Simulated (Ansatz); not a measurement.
Structures of equal composition on the (0001) surface of 4H silicon carbide (Si plane on top): 2x2 C adatom at H3; 2x2 C adatom at T1; 2x2 C adatom at T4. The slabs share one bottom face, and each structure is named by its start. These are constructed structures in small cells; real faces may alloy, dewet or reconstruct in larger ones, and not all known structures of the face are among them. Slabs of about 10 Å, Fermi-Dirac smearing of 0.025 eV. Bottom of the slabs: H caps. Relaxed from the named starts with such symmetry as they have, on meshes of like density; energies extrapolated to zero smearing; spin only where a row says so; no spin-orbit coupling, no U. Brackets mark spin-polarised runs, whose order is one that fits the cell. Where a second, spin-polarised start was run, the lower counts.

Computed with PBE (plane waves to 420 eV, PAW; Ansatz, an electronic-structure program).

Q: Put the candidates in order of energy per 1x1 cell, lowest first, for PBE.

A: 2x2 C adatom at H3 (0.000 eV), 2x2 C adatom at T4 (0.031 eV), 2x2 C adatom at T1 (0.976 eV [spin, 4.0 μB a cell], no gap on the mesh)
